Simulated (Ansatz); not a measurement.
## 1T (CdI2-type) MnI2

All values below come from PBEsol in Ansatz (PAW).

Settings: plane-wave cutoff 500 eV, 12×12×6 k mesh (along the axes of the cell as run), Fermi–Dirac smearing 0.05 eV, spin-polarised with parallel moments, scalar-relativistic PAW data made under PBE.

Cell (relaxed at this level):

```cif
data_I2Mn
_chemical_formula_sum 'Mn1 I2'
_space_group_name_H-M_alt 'P 1'
_space_group_IT_number 1
_cell_length_a 4.06031
_cell_length_b 4.06031
_cell_length_c 6.92194
_cell_angle_alpha 90.000
_cell_angle_beta 90.000
_cell_angle_gamma 120.000
loop_
_space_group_symop_operation_xyz
  'x, y, z'
loop_
_atom_site_label
_atom_site_type_symbol
_atom_site_fract_x
_atom_site_fract_y
_atom_site_fract_z
_atom_site_occupancy
Mn1 Mn 0.00000 0.00000 0.00000 1
I1 I 0.33333 0.66667 0.23666 1
I2 I 0.66667 0.33333 0.76334 1
```

For 1T (CdI2-type) MnI2, the band gap is 0.83 eV (on the SCF k mesh).

Note: the magnetic order was assumed, not searched for or taken from measurement; the cell comes from a level without a dispersion term, which matters for the spacing of layers, chains or molecules; the cell has widely spaced layers and the level no dispersion term, so their spacing and the moduli can rest on weak binding.

Spin–orbit coupling is not included; with these elements it can move the gap by several tenths of an eV or more.

Computed values are for the static lattice.

The result took roughly 14 core-minutes.

Ansatz is a first-principles code.
